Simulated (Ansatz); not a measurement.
## What isotropic strain −3.00 % does to KZnF3

The parent structure is KZnF3 in the cubic perovskite structure (space group Pm-3m, No. 221; a = 4.052 Å).

One thing is altered: the cell is scaled by 0.9700 in all directions; the atoms relax in the strained cell.

The values are results of PBEsol, PAW, 420 eV (Ansatz, a program for electronic structure; no spin-orbit coupling), not measurements. Γ-centred 8×8×8 mesh, Fermi–Dirac width 0.05 eV.

- Volume per atom = 12.15 Å³ (base 13.31 Å³)
- Space group = Pm-3m (No. 221) (base Pm-3m (No. 221))
- Shortest interatomic distance = 1.965 Å (base 2.026 Å)
- Energy relative to the base (free energy F) = +30 meV/atom
- Pressure = 9.04 GPa (base 0.01 GPa)
- Band gap = 3.95 eV (base 3.71 eV)
- Gap character = indirect, M → Γ (base indirect, R → Γ)
- Smallest direct gap = 6.32 eV (base 5.52 eV)
- Width of the top valence band = 2.37 eV (base 1.82 eV)
- Electron mass = 0.45 mₑ (at Γ) (base 0.44 mₑ (at Γ))

Effective masses come from finite differences of ±0.01 Å⁻¹. Stability against distortions was not tested. Many cubic perovskites are stable only at high temperature; tilts and polar distortions were not tested.
